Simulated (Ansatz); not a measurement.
MgS (model structure, started from the BeO type, P4₂/mnm, No. 136, 8 atoms in the cell)

Calculation: r²SCAN+rVV10 in Ansatz (PAW).

Run with plane-wave cutoff 560 eV, 6×6×10 k mesh (along the axes of the cell as run), Fermi–Dirac smearing 0.01 eV, scalar-relativistic PAW data made under PBE.

Cell (relaxed at this level):

```xyz
8
Lattice="6.7895 0.0000 0.0000 0.0000 6.7895 0.0000 0.0000 0.0000 4.0671" Properties=species:S:1:pos:R:3 pbc="T T T"
Mg     2.2182     4.5713     0.0000
Mg     4.5713     2.2182     0.0000
Mg     5.6129     5.6129     2.0336
Mg     1.1765     1.1765     2.0336
S      2.1097     2.1097     0.0000
S      4.6798     4.6798     0.0000
S      1.2850     5.5044     2.0336
S      5.5044     1.2850     2.0336
```

```json
{
  "band_gap": "4.02 eV (direct)"
}
```

Note: the relaxation could raise the start's symmetry but not lower it, so the cell can be a saddle point.

A model structure was made by putting elements into a prototype or built by hand; it is no filed structure, need not be a known phase, and can be a saddle point held by its symmetry.

Ansatz is a first-principles code.
